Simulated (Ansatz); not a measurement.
# Sr: uniaxial strain ε_zz = +2.00 %

The reference is Sr in the fcc (Cu type) structure (space group Fm-3m, No. 225; a = 5.923 Å). Axes: x, y, z lie along the cube axes.

One thing is altered: uniaxial strain ε_zz = +2.00 %, all other strain components held at zero; the atoms relax in the strained cell.

The values are results of Ansatz (an electronic-structure program), PBEsol, PAW, cutoff 420 eV, no SOC, not measurements. Γ-centred 14×14×14 mesh, Fermi–Dirac width 0.05 eV.

The volume per atom goes up by 1.04 Å³, from 51.93 Å³ to 52.97 Å³ and the space group changes from Fm-3m (No. 225) to I4/mmm (No. 139). The shortest interatomic distance is still 7.914 bohr and the energy grows by 1.0 meV/atom. The pressure (mean of the normal stresses, compression positive) goes from zero to -0.2 GPa and the band gap remains zero. The stress (xx, yy, zz, yz, xz, xy; compression positive) is (-0.2, -0.2, -0.3, 0.0, 0.0, 0.0) GPa (rough).

Final structure:

```yaml
crystal:
  lattice:
    - [0.00000, 2.96126, 3.02049]
    - [2.96126, 0.00000, 3.02049]
    - [2.96126, 2.96126, 0.00000]
  atoms:
    - { symbol: Sr, position: [0.00000, 0.00000, 0.00000] }
```

Without a gap, meshes like the base's 14×14×14 leave anisotropic stresses uncertain by several tenths of a GPa, and small strain energies with them. Stability against distortions was not tested.
